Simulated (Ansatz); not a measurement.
The parent structure is GaN in the CsCl type structure (space group Pm-3m, No. 221; a = 2.743 Å; a hypothetical phase, not in the database extracts checked; relaxed with 0.1 eV smearing). Axes: x, y, z lie along the cube axes.

(Cell as relaxed with PBE.)

Levels (all Ansatz, a quantum-chemistry and plane-wave program, PAW): PBE (420 eV, no spin-orbit coupling); PBEsol (420 eV, scalar-relativistic without spin-orbit coupling).

Each level relaxes its own structure.

```json
[
 {"base": "volume per atom", "PBE": "10.32 Å³", "PBEsol": "9.88 Å³"},
 {"base": "lattice parameter a", "PBE": "5.183 bohr", "PBEsol": "5.108 bohr"},
 {"base": "band gap", "PBE": "zero", "PBEsol": "zero"}
]
```

Now apply this change: uniaxial stress, 1 GPa compression along x, with the cell and atoms free to relax against it.

| quantity | PBE | PBEsol |
|---|---|---|
| strain response (xx, yy, zz) | (−0.48, +0.13, +0.13) % | (−0.43, +0.12, +0.12) % |
| energy relative to the base (free energy F) | +0.2 meV/atom | +0.1 meV/atom |
| shortest interatomic distance | 4.485 bohr | 4.421 bohr |
| band gap | zero | zero |

PBE's shortest interatomic distance lies 0.064 bohr above PBEsol's (1.5 %); the two agree on the band gap. Neither level is exact; PBEsol is the comparison here, not a measurement.

Beyond what the load breaks, stability against distortions was not tested. The final runs are not spin-polarised.
